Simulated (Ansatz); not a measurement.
Reference: Al (Fm-3m), PBEsol, rigid bands (plane waves, PAW, scalar-relativistic; Ansatz, an electronic-structure program); geometry: cell and atoms relaxed with PBEsol.

```
Al
1.0
    0.00000     2.00937     2.00937
    2.00937     0.00000     2.00937
    2.00937     2.00937     0.00000
Al
1
Direct
  0.00000   0.00000   0.00000
```

| Property | Result |
|---|---|
| density of states at the Fermi level per atom | 0.41 states/eV |
| Drude plasma energy | 12.4 eV |
| root-mean-square Fermi velocity | 15.4 ×10⁵ m/s |

Problem. Swap Al for Cu, keeping the structure type. How do these values move?

Solution. Cu (Fm-3m): volume per atom 16.2 to 11.3 Å³; density of states at the Fermi level per atom falls (0.41 states/eV to 0.30 states/eV); Drude plasma energy falls (12.4 eV to 9.1 eV); root-mean-square Fermi velocity falls (15.4 ×10⁵ m/s to 10.9 ×10⁵ m/s).

Problem. Swap Al for Ir, keeping the structure type. How do these values move?

Solution. Ir (Fm-3m): volume per atom 16.2 to 14.0 Å³; density of states at the Fermi level per atom rises (0.41 states/eV to 0.88 states/eV); Drude plasma energy falls (12.4 eV to 10.8 eV); root-mean-square Fermi velocity falls (15.4 ×10⁵ m/s to 8.4 ×10⁵ m/s).

Problem. Swap Al for Pt, keeping the structure type. How do these values move?

Solution. Pt (Fm-3m): volume per atom 16.2 to 15.0 Å³; density of states at the Fermi level per atom rises (0.41 states/eV to 2.0 states/eV); Drude plasma energy falls (12.4 eV to 8.9 eV); root-mean-square Fermi velocity falls (15.4 ×10⁵ m/s to 4.8 ×10⁵ m/s).

Moves up to 12 % count as about the same. Metals at this level; values at 300 K, both spins, means over directions. As a rough test of the mesh, the Fermi surface's area from every second k point differs by up to 8 %. Spin-orbit coupling is left out.

The missing spin-orbit coupling matters most for Ir (Fm-3m), Pt (Fm-3m).
